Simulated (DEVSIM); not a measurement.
Structure: Pd/Al2O3/p-Ge capacitor, at 300 K.

```tsv
layer (left to right)	material	thickness (nm)	Na (cm⁻³)
1	Al2O3	5.40	-
2	Ge	2000	8.9e16
```

Metal gate on the left, work function 5.2 eV. Fixed charge at the semiconductor interface -4.3e11 cm⁻² (in units of +e); no interface traps.

This is a model device: material constants are rounded textbook-type values typed into the input, and sizes, dopings and lifetimes were drawn at random. Values at 300 K.

| parameter | Al2O3 | Ge |
|---|---|---|
| gap (eV) | 6.8 | 0.664 |
| affinity (eV) | 1.35 | 4 |
| permittivity | 9 | 16 |
| Nc (cm⁻³) | - | 1.04e19 |
| Nv (cm⁻³) | - | 6e18 |

Model (solved in DEVSIM): 1D Poisson equation in equilibrium, Boltzmann statistics, complete ionisation; no quantum confinement or tunnelling. Metal contacts follow the ideal Schottky-Mott rule: no Fermi-level pinning, no interface dipoles.

**Question.** Give the band bending (positive: bands bend down) and minority sheet density.

**Answer.** 
```json
[
 {"Vg (V)": "0.45", "ψs (V)": "-0.099", "minority carriers (cm⁻²)": "< 1e8"},
 {"Vg (V)": "0.6", "ψs (V)": "-0.049", "minority carriers (cm⁻²)": "< 1e8"},
 {"Vg (V)": "0.75", "ψs (V)": "0.040", "minority carriers (cm⁻²)": "< 1e8"},
 {"Vg (V)": "0.9", "ψs (V)": "0.159", "minority carriers (cm⁻²)": "< 1e8"},
 {"Vg (V)": "1.05", "ψs (V)": "0.289", "minority carriers (cm⁻²)": "1.3e8"},
 {"Vg (V)": "1.2", "ψs (V)": "0.421", "minority carriers (cm⁻²)": "1.7e10"},
 {"Vg (V)": "1.35", "ψs (V)": "0.514", "minority carriers (cm⁻²)": "4.6e11"},
 {"Vg (V)": "1.5", "ψs (V)": "0.554", "minority carriers (cm⁻²)": "1.5e12"}
]
```
